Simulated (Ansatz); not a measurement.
A computed series for Rh: pressure series

Take Rh in the fcc (Cu type) structure (space group Fm-3m, No. 225; a = 3.780 Å) as the base.

Cell and atoms are relaxed at each pressure.

The values are results of PBEsol/PAW in Ansatz (a first-principles code), no spin-orbit coupling, not measurements.

```
pressure (GPa)  volume per atom (Å³/atom)
--------------  -------------------------
-2                                 13.596
-1                                 13.549
0                                  13.503
0.9                                13.462
2.1                                     ?
4.5                                13.306
9                                  13.125
15                                 12.905
22.5                               12.658
```

### Question
Fit the third-order Birch–Murnaghan form P(V) = (3B₀/2)[(V₀/V)^(7/3) − (V₀/V)^(5/3)]·[1 + (3/4)(B₀′ − 4)((V₀/V)^(2/3) − 1)] (squares taken in P) to the rows shown and predict the withheld row.

### Answer
Least squares on the printed values gives V₀ = 13.503 Å³/atom, B₀ = 295 GPa, B₀′ = 5.1; this predicts 13.409 Å³/atom, and the run gives 13.409 Å³/atom, in agreement.

Measured bulk modulus of Rh: 271 GPa (static lattice; corrected from measurement; as listed in H. Levämäki et al., Physical Review B (2014)); the computed value is 9 % above it.

Load acts through the strain it causes; cell and atoms are relaxed under it. Stability against distortions was not tested. No other phases were tried under pressure. The final runs are not spin-polarised.
